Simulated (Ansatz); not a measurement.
# BeSe: x(Te) = 0.25, 8 atoms, Pmm2

Take BeSe in the zinc blende structure (space group F-43m, No. 216; a = 5.1289 Å) as the base.

The other end (x = 1) is BeTe in the zinc blende structure (space group F-43m, No. 216): 22.00 Å³/atom, gap 1.84 eV.

Modification: Te replaces 25.0 % of the Se, ordered in a cell of 8 atoms (starting symmetry Pmm2) and fully relaxed.

Computed with PBEsol (Ansatz, a first-principles code; PAW; 420 eV plane waves; spin-orbit coupling left out). Settings: 9×5×6 k-points, 0.05 eV Fermi–Dirac smearing, for the changed cell.

```json
[
 {"quantity": "volume per atom", "base": "16.86 Å³", "changed": "18.09 Å³", "shift": "+1.23 Å³"},
 {"quantity": "density", "base": "4.33 g/cm³", "changed": "4.60 g/cm³", "shift": "+0.264 g/cm³"},
 {"quantity": "shortest interatomic distance", "base": "222.1 pm", "changed": "221.2 pm", "shift": "-0.9 pm"},
 {"quantity": "band gap", "base": "2.47 eV", "changed": "1.76 eV", "shift": "-0.71 eV"},
 {"quantity": "gap character (in this cell's own zone, which can be folded)", "base": "–", "changed": "indirect, Y → Γ", "shift": "–"},
 {"quantity": "mixing energy", "base": "–", "changed": "+25 meV/atom", "shift": "–"},
 {"quantity": "deviation of the volume from the linear (Vegard-type) interpolation", "base": "–", "changed": "-0.3 %", "shift": "–"},
 {"quantity": "bowing parameter b of this ordering, from Eg = [1−x] Eg[0] + x Eg[1] − b x [1−x]", "base": "–", "changed": "2.9 eV", "shift": "–"},
 {"quantity": "mean first-shell distances", "base": "–", "changed": "Se–Be 2.239 Å (end compound 2.221 Å), Te–Be 2.384 Å (end compound 2.427 Å)", "shift": "–"}
]
```

Final structure:

```
Be4TeSe3
1.0
    3.71610     0.00000     0.00000
    0.00000     7.43508     0.00000
    0.00000     0.00000     5.23864
Se Te Be
3 1 4
Direct
  0.50000   0.74134   0.74966
  0.00000   0.50000   0.24916
  0.50000   0.25866   0.74966
  0.00000   0.00000   0.25029
  0.00000   0.73465   0.98955
  0.50000   0.50000   0.49155
  0.00000   0.26535   0.98955
  0.50000   0.00000   0.53059
```

These are small ordered cells, not random alloys; other orderings at the same x differ. Spin-orbit coupling, missing from the scalar runs, can matter with Te. No phonon test of stability was made. k-point labels follow each cell's own Brillouin zone.
